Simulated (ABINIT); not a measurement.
**Equation of state of wurtzite GaN (space group 186): energy against volume (ABINIT, PBEsol)**

```xyz
4
Lattice="3.0974 0.0000 0.0000 -1.5487 2.6824 0.0000 0.0000 0.0000 5.0393" Properties=species:S:1:pos:R:3 pbc="T T T"
Ga     0.0000     1.7883     0.0000
Ga     1.5487     0.8941     2.5197
N      0.0000     1.7883     1.8998
N      1.5487     0.8941     4.4195
```

Method: PBEsol, norm-conserving pseudopotentials (PseudoDojo nc-sr-04 PBEsol standard) (plane waves; ABINIT). Settings: pseudos = [Ga.upf, N.upf]; ecut = 55 Ha; occopt = 3; tsmear = 0.01 eV; ngkpt = 12 12 7; nshiftk = 1; shiftk = 0 0 0; potentials = PseudoDojo nc-sr-04 PBEsol standard; nband = 24; kptopt = 1; nstep = 60; tolvrs = 1e-11. The cell above is the first row's. The rows scale it uniformly. In all rows fractional positions and the k mesh are held. E is the free energy at the stated smearing, counted from the lowest row.

```csv
V (Å^3/atom),E (meV/atom)
10.467,?
10.695,27.39
10.922,11.83
11.150,2.93
11.377,0.00
11.605,2.43
11.832,9.69
12.060,21.26
12.288,36.70
```

Problem. Fit E against V with the third-order Birch-Murnaghan form, a cubic in V^(-2/3), and predict the withheld value at V = 10.467.

Solution. With u = V^(-2/3) - 0.197, the rows have u = 0.009006, 0.006141, 0.003363, 0.000689, -0.001909, -0.004413, -0.006848, -0.009207. Least squares gives E = 0.146 - 473.96·u + 384198·u² + 479567·u³. Residuals (row less fit): 0.001, -0.005, 0.014, -0.002, -0.018, 0.012, 0.005, -0.003; standard error 0.013 (degrees of freedom: 4). Its minimum lies at u = 0.000616, so V0 = (0.197616)^(-3/2) = 11.38. There d²E/du² = 770200 and d³E/du³ = 2877000, so B0 = (4/9) × 11.38^(-7/3) × 770200 × 0.160218 = 188 GPa (the last factor turns the table's units into GPa), and B0' = 4 + (2/3) × 0.197616 × (2877000)/770200 = 4.5. The program's pressures in the fitted runs (not shown) pass through zero at V = 11.38, 0.02 % from this V0. At the withheld row, u = 0.011987, so E = 0.146 - 473.96 × 0.011987 + 384198 × 0.011987² + 479567 × 0.011987³ = 50.495 meV/atom. The calculation gives 50.35 meV/atom, 0.145 meV/atom below the prediction (0.3 % of the range of E in the table). The row lies outside the fitted rows, so this is an extrapolation. From the scatter of the fitted rows alone, a prediction at this place has a standard error of 0.040 meV/atom, so the miss is 3.6 times that.

Carrying the step between the two nearest rows on in a straight line would have given 43.02, off by 7.33; series whose last step already gives the withheld value aren't shown. The scan was laid around a cell of about the measured size, scaled by a guess for this functional; axis ratios and inner coordinates come from that cell. The runs keep the symmetry of the cell, so they don't test it for distortions. The shape of the cell and the inner coordinates aren't relaxed, so V0 and B0 belong to this uniform scaling; a relaxed crystal lies no higher in energy and is usually softer (forces reach 0.03 eV/Å in these rows). Cutoffs and mesh are single choices, not tested for convergence of this quantity. Series with a scatter that would blur these digits, or in which a gap closes, are not shown. Nor are scans whose minimum lies at an end fitted in this form.

Terms beyond the fitted order, or numerical noise in single rows, can give a miss of this size; the table doesn't tell which.
